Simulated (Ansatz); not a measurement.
Seebeck coefficient (μV/K, mean over directions) of p-type ZnS (F-43m) against carrier density, r2SCAN with spin-orbit coupling, rigid bands run with Ansatz (a quantum-chemistry and plane-wave program). Computed gap 2.69 eV; densities at which minority carriers matter at this gap, or further valleys turn the trend, are left out. Conductivity mass 0.87 mₑ (harmonic mean over directions), N_v = 5.2e19 cm⁻³ at 300 K.

```
hole density  300 K  500 K
------------  -----  -----
1e16 cm⁻³       981    [?]
1e17 cm⁻³       782    859
1e18 cm⁻³       584    660
3e18 cm⁻³       490    566
1e19 cm⁻³       388    463
3e19 cm⁻³       297    369
1e20 cm⁻³       205    270
3e20 cm⁻³       [?]    184
1e21 cm⁻³       [?]    104
```

### Question
What belongs in the gaps?

### Answer

- 1e16 cm⁻³, 500 K: 1057
- 3e20 cm⁻³, 300 K: 131
- 1e21 cm⁻³, 300 K: 66

Rigid bands with a gap fixed in temperature, one relaxation time for all states, no polarons or phonon drag, and whether or not such doping can be reached.
